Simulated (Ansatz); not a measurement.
For NH4Br (P4/nmm, No. 129; structure not from a measured cell), LDA (plane waves, PAW; Ansatz, a program for electronic structure) gives:

| Property | Value |
|---|---|
| lattice parameter a | 5.533 Å |
| c axis length | 3.946 Å |

Task: What does r²SCAN-D4 in Ansatz (plane waves, PAW) give for the same quantities?

Result: 
- lattice constant a: 5.693 Å (grows by 2.9 %)
- lattice parameter c: 4.053 Å (increases by 2.7 %)

Changes are worked out from the printed values.

Unless a cell is named, each level is at its own relaxed cell (LDA 10.07, r²SCAN-D4 10.95 Å³/atom).

Caveats: the relaxation could not lower the start's symmetry, so the cell can be a saddle point above a distorted one (LDA, r²SCAN-D4). Ansatz's density-functional and Hartree–Fock values are scalar-relativistic unless marked +SOC, with PAW data made under PBE.
